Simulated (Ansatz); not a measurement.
**Input and output of a self-consistent single point for CsSnI₃ (Pm-3m, 5 atoms in the cell) (Ansatz, a program for electronic structure)**

Level of theory: PBE (plane waves, PAW; Ansatz).

This input was run:

Ansatz 0.2 input:
```yaml
crystal:
  lattice:
    - [6.238660, 0.000000, 0.000000]
    - [0.000000, 6.238660, 0.000000]
    - [0.000000, 0.000000, 6.238660]
  atoms:
    - { symbol: Cs, position: [0.000000, 0.000000, 0.000000] }
    - { symbol: Sn, position: [0.500000, 0.500000, 0.500000] }
    - { symbol: I, position: [0.500000, 0.000000, 0.500000] }
    - { symbol: I, position: [0.000000, 0.500000, 0.500000] }
    - { symbol: I, position: [0.500000, 0.500000, 0.000000] }
basis:
  ecutwfc: 420.0
kpoints:
  mp_grid: { grid: [4, 4, 4] }
hamiltonian:
  xc: pbe
  pseudopotentials: { kind: paw }
scf:
  occupations: { method: fermi_dirac, width: 0.05 }
output:
  forces: true
  eigenvalues: true
  stress: true
```

Output, abridged:

```
WARN ansatz: RAYON_NUM_THREADS=1 ignored (pool sized by the plan → 1); use --threads N
Pseudopotentials: kind: paw
Pseudopotential: Cs, paw, valence charge 9
Pseudopotential: Sn, paw, valence charge 14
Pseudopotential: I, paw, valence charge 17
Crystal: 5 atoms, lattice volume = 242.814 Å³
Basis set: ecut = 420 eV, 4729 PW (Γ), exchange–correlation on 90×90×90 points (8 copies of the dense FFT grid, shifted against one another)
Bands: 45, of which v1, the nominal top of the filled ones, is band 37 counted from 1 (36 counted from 0)
Symmetry: 48 space group operations
Space group: Pm-3m (ITA 221), of the structure as read, at distance tolerance 6.2e-5 Å
k-points: 10 of 64
Initial density: superposition of atomic densities (neutral atoms: chi_scale 0, normalization atom), corrected by the library's trained network
Initial wavefunctions: pseudopotential atomic-orbital guess
Eigensolver: davidson
Functional: x = pbe(κ = 0.804, μ = 0.2195149727645171), c = pbe(β = 0.06672455060314922)
SCF iter   1: F=—  HF=-34238.416102 eV  |F-HF|=—  |Δ(HF+E_count)|=         —  Δρ=8.06e-4  dr2=1.50e-3  ethr=1.77e-3  ⟨swp⟩=10.8  Hψ=2158  notcnv=0  defer=4
all-band conjugate gradients solve this SCF's bands
preconditioner: auto → Resta (q_TF=auto, 2.238 Å⁻¹)
SCF iter   2: F=—  HF=-34238.415222 eV  |F-HF|=—  |Δ(HF+E_count)|=   8.79e-4  Δρ=5.71e-4  dr2=7.10e-4  ethr=2.02e-6  ⟨swp⟩=3.0  Hψ=1006  notcnv=0  defer=12
SCF iter   3: F=—  HF=-34238.415386 eV  |F-HF|=—  |Δ(HF+E_count)|=   1.64e-4  Δρ=2.42e-4  dr2=1.68e-4  ethr=9.59e-7  ⟨swp⟩=3.0  Hψ=822  notcnv=0  defer=12
SCF iter   4: F=—  HF=-34238.415545 eV  |F-HF|=—  |Δ(HF+E_count)|=   1.59e-4  Δρ=9.35e-5  dr2=1.67e-5  ethr=2.27e-7  ⟨swp⟩=2.0  Hψ=809  notcnv=0  defer=12
SCF iter   5: F=—  HF=-34238.415507 eV  |F-HF|=—  |Δ(HF+E_count)|=   3.80e-5  Δρ=7.23e-6  dr2=3.35e-7  ethr=2.25e-8  ⟨swp⟩=2.0  Hψ=804  notcnv=0  defer=12
SCF iter   6: F=-34238.415507 eV  HF=-34238.415507 eV  |F-HF|=6.45e-8  |Δ(HF+E_count)|=   1.24e-7  Δρ=6.22e-6  dr2=6.19e-8  ethr=1.35e-10  ⟨swp⟩=12.6  Hψ=2157  notcnv=0
SCF 1 converged in 6 iterations: F = -34238.415507 eV  dr2 = 6.19e-8
SCF converged after 6 iterations
Free energy (F): -34238.415507 eV
Harris-Foulkes:  -34238.415507 eV  (|F-HF|=6.45e-8)
Internal energy: -34238.414905 eV  (E = F + TS)
E sigma→0 (E₀):  -34238.415206 eV
Entropy (-TS):   -0.000602 eV (-0.120 meV/atom)
Fermi energy:    5.235120 eV
--- Per-component energies (eV) ---
  E_band       = -1433.765061
  E_kinetic    = 892.357165
  E_local      = -8868.994747  (includes V_loc(G=0)·N_el)
  E_nonlocal   = -274.965396
  E_hartree    = 4522.613761
  E_xc         = -941.505441
  E_vxc        = -608.153877  (∫ρ·V_xc dr)
  E_paw        = -23647.800854  (= ΣΔE_a)
  E_vpaw       = -1619.256892  (= ΣTr[D̂ρ^β])
  E_aug_tail   = -0.000024  (compensation charges beyond the density's cutoff)
  E_ewald      = -5920.119370
  E_smearing   = -0.000602  (= −TS)
  E_closure    = -0.000000  (closes the sum)
  Σ components = -34238.415507   (vs F -34238.415507, Δ=0.00e0)
--- Forces (eV/Å), atoms counted from 1 ---
  atom   1  Cs    -0.00000000     0.00000000     0.00000000
   [... zero for the other atoms too ...]
  max |Σ_I F_I| component: 6.61e-29 eV/Å
--- Stress (GPa, compression-positive) ---
        0.513769      -0.000000       0.000000
        0.000000       0.513769       0.000000
        0.000000      -0.000000       0.513769
  P = ⅓ Tr σ = 0.5138 GPa (5.138 kbar)
  The stress holds the Pulay correction. Without it, at fixed plane waves, as pw.x and ABINIT print it: P = 0.5014 GPa
--- Band table (eV; the first three rows and the last of 10) ---
  k-point 0: bands = ["-40.0107", "-40.0105", "-40.0105", "-39.9729", "-39.9729", "-39.9729", "-39.9724", "-39.9724", "-39.9724", "-39.8706", "-39.8706", "-39.8706", "-39.8700", "-39.8700", "-39.8698", "-17.1714", "-17.0271", "-17.0271", "-17.0098", [...]
  k-point 1: bands = ["-40.0107", "-40.0105", "-40.0105", "-39.9729", "-39.9728", "-39.9728", "-39.9724", "-39.9724", "-39.9724", "-39.8706", "-39.8706", "-39.8706", "-39.8700", "-39.8700", "-39.8698", "-17.1713", "-17.0271", "-17.0265", "-17.0099", [...]
  k-point 2: bands = ["-40.0106", "-40.0105", "-40.0105", "-39.9729", "-39.9726", "-39.9726", "-39.9726", "-39.9726", "-39.9724", "-39.8706", "-39.8706", "-39.8706", "-39.8700", "-39.8700", "-39.8699", "-17.1711", "-17.0271", "-17.0259", "-17.0100", [...]
  k-point 9: bands = ["-40.0105", "-40.0105", "-40.0105", "-39.9726", "-39.9726", "-39.9726", "-39.9726", "-39.9726", "-39.9726", "-39.8707", "-39.8706", "-39.8706", "-39.8700", "-39.8700", "-39.8700", "-17.1704", "-17.0253", "-17.0253", "-17.0101", [...]
```

The run converged in 6 iterations.

The starting cell has typed, rounded lattice constants, without a prior relaxation at this level. Its lattice was rescaled by up to half a per cent. Spin-orbit coupling is off. Ansatz's pressure includes its estimate of the finite-basis (Pulay) stress.
